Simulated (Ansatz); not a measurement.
# TiO2: response to strain

The reference is TiO2 in the anatase structure (space group I4_1/amd, No. 141).

```xyz
6
Lattice="-1.8849 1.8849 4.7761 1.8849 -1.8849 4.7761 1.8849 1.8849 -4.7761" Properties=species:S:1:pos:R:3 pbc="T T T"
Ti     0.0000     1.8849     2.3880
Ti     0.0000     0.0000     0.0000
O      0.0000     1.8849     4.3703
O      0.0000     0.0000     7.5699
O      0.0000     1.8849     0.4058
O      0.0000     0.0000     1.9823
```

Cartesian axes are those of the cell as printed.

Strains are applied to the cell and any free atomic positions relax.

Computed with Ansatz (an electronic-structure program), PBEsol, PAW, cutoff 420 eV, no SOC.

Candidates:
(a) uniaxial strain ε_zz = +4.11 %
(b) uniaxial strain ε_xx = +5.70 %
(c) strain tensor (xx, yy, zz, yz, xz, xy) = (−2.63, +0.73, +0.07, +0.12, −0.65, +0.80) %
(d) uniaxial strain ε_yy = −0.15 %

For the base:

```
Property   Result
--------  -------
Band gap  2.11 eV
```

Order them by band gap, highest first.

(a) uniaxial strain ε_zz = +4.11 % (2.21 eV), (c) strain tensor (xx, yy, zz, yz, xz, xy) = (−2.63, +0.73, +0.07, +0.12, −0.65, +0.80) % (2.18 eV), (d) uniaxial strain ε_yy = −0.15 % (2.11 eV), (b) uniaxial strain ε_xx = +5.70 % (2.02 eV)

Stability against distortions was not tested. The base started in C2/c and relaxed to I4_1/amd at this level. The final runs are not spin-polarised.
